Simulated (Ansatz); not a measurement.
Take BeS in the zinc blende structure (space group F-43m, No. 216; a = 4.869 Å) as the base. Axes: x, y, z lie along the cube axes.

Computed with DFT with r2SCAN, PAW potentials and a 500 eV plane-wave cutoff in Ansatz (a first-principles code), no SOC.

Strains are applied to the cell and any free atomic positions relax.

One change was made to it. Results:

| quantity | base | after |
|---|---|---|
| shortest interatomic distance | 2.108 Å | 2.098 Å |
| electron mass | 0.79 mₑ along k, 0.29 mₑ across (at X) | 0.77 mₑ along k, 0.29 mₑ across (at X) |
| valence-band top at Γ (three highest levels, from the VBM) | 0.00, 0.00, 0.00 eV | 0.00, -0.08, -0.08 eV |
| pressure (mean of the normal stresses, compression positive) | 0.00 GPa | 1.51 GPa |

Question: What was done to the base?
A. uniaxial strain ε_zz = −0.50 %
B. uniaxial strain ε_zz = −3.00 %
C. uniaxial strain ε_zz = −1.50 %

Answer: C, uniaxial strain ε_zz = −1.50 %. For comparison, the electron mass in the other runs: uniaxial strain ε_zz = −3.00 % gives 0.74 mₑ along k, 0.29 mₑ across (at X); uniaxial strain ε_zz = −0.50 % gives 0.78 mₑ along k, 0.29 mₑ across (at X).

The levels and masses belong to the bands next to the band gap. Effective masses come from finite differences of ±0.01 Å⁻¹. Along k means along the line from Γ to the band edge. Stability against distortions was not tested.
